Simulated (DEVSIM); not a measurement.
System: TaN/SiO2/n-Si capacitor, at 400 K.

```
layer (left to right)  material  thickness (nm)  Nd (cm⁻³)
---------------------  --------  --------------  ---------
1                          SiO2            40.0          -
2                            Si           15000     1.5e15
```

Metal gate on the left, work function 4.4 eV. Fixed charge at the semiconductor interface 4.1e10 cm⁻² (in units of +e); no interface traps.

This is a model device: material constants are rounded textbook-type values typed into the input, and sizes, dopings and lifetimes were drawn at random. Values at 300 K; Nc and Nv go as T^1.5, mobilities as T to minus their exponent, the gap by Varshni's rule with the affinity fixed.

| parameter | SiO2 | Si |
|---|---|---|
| gap (eV) | 9 | 1.124 |
| affinity (eV) | 0.9 | 4.05 |
| permittivity | 3.9 | 11.7 |
| Nc (cm⁻³) | - | 2.86e19 |
| Nv (cm⁻³) | - | 3.1e19 |
| Varshni α (eV/K) | - | 0.000473 |
| Varshni β (K) | - | 636 |

Simulated with DEVSIM: 1D Poisson equation in equilibrium, Boltzmann statistics, complete ionisation; no quantum confinement or tunnelling. Metal contacts follow the ideal Schottky-Mott rule: no Fermi-level pinning, no interface dipoles.

The SiO2 thickness was swept, all else fixed.

| SiO2 thickness (μm) | threshold voltage (band bending 2φF) (V) | minimum of the low-frequency capacitance (μF/cm²) | flat-band voltage (V) | capacitance of the dielectric stack (μF/cm²) |
|---|---|---|---|---|
| 0.016 | -0.48 | 0.0212 | -0.04 | 0.216 |
| 0.022 | -0.52 | 0.0204 | -0.05 | 0.157 |
| 0.028 | -0.55 | 0.0202 | -0.06 | 0.123 |
| 0.034 | -0.59 | 0.0192 | -0.07 | 0.102 |
| 0.04 | -0.63 | 0.0184 | -0.08 | 0.0863 |
| 0.048 | -0.67 | 0.0181 | -0.10 | 0.0719 |

From the first row to the last the threshold voltage (band bending 2φF) goes from -0.48 to -0.67. From the first row to the last the minimum of the low-frequency capacitance goes from 0.0212 to 0.0181.
